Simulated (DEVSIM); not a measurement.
System: illuminated Si n-on-p cell, one wavelength, at 400 K.

Layer 1 from the left is Si, thickness (μm) 0.740, Nd (cm⁻³) 8.2e17, τn (s) 0.00026, τp (s) 1.1e-5, absorption coefficient (cm⁻¹) 5700. Layer 2 from the left is Si, thickness (μm) 140, Na (cm⁻³) 3.1e16, τn (s) 0.00048, τp (s) 0.00048, absorption coefficient (cm⁻¹) 5700.

Left contact: ohmic, minority hole recombination velocity 600 cm/s. Right contact: ohmic, minority electron recombination velocity 50 cm/s. Voltage is applied to the left contact. Recombination: SRH at mid-gap, radiative, Auger. Gap narrowing is on: ΔEg = 6.92 meV × (l + √(l² + 0.5)), l = ln(N/1.3e17 cm⁻³), shared equally by both band edges. Light enters at the left, 2.8e16 photons cm⁻² s⁻¹, one pass, no reflection. Mobility is μmin + (μ − μmin)/(1 + (N/Nref)^α).

This is a model device: material constants are rounded textbook-type values typed into the input, and sizes, dopings and lifetimes were drawn at random. Values at 300 K; Nc and Nv go as T^1.5, mobilities as T to minus their exponent, the gap by Varshni's rule with the affinity fixed.

Si: gap (eV) 1.124, affinity (eV) 4.05, permittivity 11.7, Nc (cm⁻³) 2.86e19, Nv (cm⁻³) 3.1e19, μn (cm²/Vs) 1417, μp (cm²/Vs) 470, μn,min 52, μp,min 45, Nref,n 9.7e16, Nref,p 2.2e17, αn 0.68, αp 0.72, T exponent of μn 2.3, T exponent of μp 2.2, B (cm³/s) 4.7e-15, Cn (cm⁶/s) 2.8e-31, Cp (cm⁶/s) 9.9e-32, Varshni α (eV/K) 0.000473, Varshni β (K) 636.

Simulated with DEVSIM: 1D drift-diffusion, Boltzmann statistics, complete ionisation; no tunnelling, impact ionisation, image-force lowering or self-heating.

Dark forward current:

| |V| (V) | |J| (A/cm²) |
|---|---|
| 0.05 | 7.436e-8 |
| 0.10 | 3.855e-7 |
| 0.15 | 1.701e-6 |
| 0.20 | 7.286e-6 |
| 0.25 | 3.105e-5 |
| 0.30 | 0.0001323 |
| 0.35 | 0.0005637 |
| 0.40 | 0.002400 |
| 0.45 | 0.01018 |
| 0.50 | 0.04253 |
| 0.55 | 0.1720 |
| 0.60 | 0.6773 |
| 0.65 | 2.656 |
| 0.70 | 10.14 |
| 0.75 | 34.99 |
| 0.80 | 99.54 |
| 0.85 | 225.5 |
| 0.90 | 421.1 |
| 0.95 | 682.8 |
| 1.00 | 1003 |
| 1.05 | 1372 |
| 1.10 | 1784 |
| 1.15 | 2231 |

### Question
Work out the local ideality factor n = ΔV / (kT/q · ln(J2/J1)) between the rows 0.15 and 0.20 V, 1.10 and 1.15 V.

### Answer
kT/q = 34.47 mV. From 0.15 to 0.20 V: ln(7.286e-6/1.701e-6) = 1.455, n = 1.00, near the 1 of diffusion or emission over a barrier. From 1.10 to 1.15 V: ln(2231/1784) = 0.224, n = 6.49.

### Question
What current could the absorbed light give at most, and what share is collected?

### Answer
Σ αd = 80.2, so qΦ(1 − exp(−Σ αd)) = 4.49 mA/cm². The simulated short-circuit current is 4.473 mA/cm², a share of 1.00.

### Question
Estimate the open-circuit voltage by superposition: the voltage at which the dark current equals that short-circuit current.

### Answer
Interpolating ln J in the table gives 0.422 V. The simulation gives 0.421 V, the same within the digits that matter. Superposition holds where collection doesn't change with voltage.

### Question
Estimate the fill factor from FF0 = (v − ln(v + 0.72))/(v + 1), v = qVoc/(nkT), with n from the dark curve.

### Answer
The rows about Voc, 0.40 and 0.45 V, give n = 1.00, so v = 12.2 and FF0 = 0.730. The simulation gives 0.731, the same within the digits that matter.
